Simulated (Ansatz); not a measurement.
Hypothetical I4_132 Si, response to strain

The reference is Si (space group I4_132, No. 214; a hypothetical phase, not in the database extracts checked; relaxed with 0.1 eV smearing).

```
CELL_PARAMETERS angstrom
     -3.19871     3.19871     3.19871
      3.19871    -3.19871     3.19871
      3.19871     3.19871    -3.19871
ATOMIC_POSITIONS crystal
  Si 0.00000 0.25000 0.50000
  Si 0.25000 0.50000 0.00000
  Si 0.50000 0.00000 0.25000
  Si 0.25000 0.25000 0.25000
```

Cartesian axes are those of the cell as printed.

Strains are applied to the cell and any free atomic positions relax.

Levels (all Ansatz, a program for electronic structure, PAW): PBEsol (420 eV, no SOC); r2SCAN (500 eV, no SOC).

Pressures by level, all at the geometries relaxed with PBEsol:

| case | PBEsol | r2SCAN |
|---|---|---|
| base | 0.0 GPa | -0.1 GPa |
| isotropic strain −4.91 % | 9.8 GPa | [?] |
| isotropic strain +1.50 % | -1.8 GPa | -2.1 GPa |
| uniaxial strain ε_yy = −1.28 % | 0.6 GPa | 0.5 GPa |
| uniaxial strain ε_zz = +1.28 % | -0.6 GPa | -0.7 GPa |

Some entries are withheld; estimate them.


- isotropic strain −4.91 %, r2SCAN: 10.2 GPa

Single points use the geometry relaxed with PBEsol. Their cutoffs differ, which shifts pressures a little. No phonon test of stability was made.
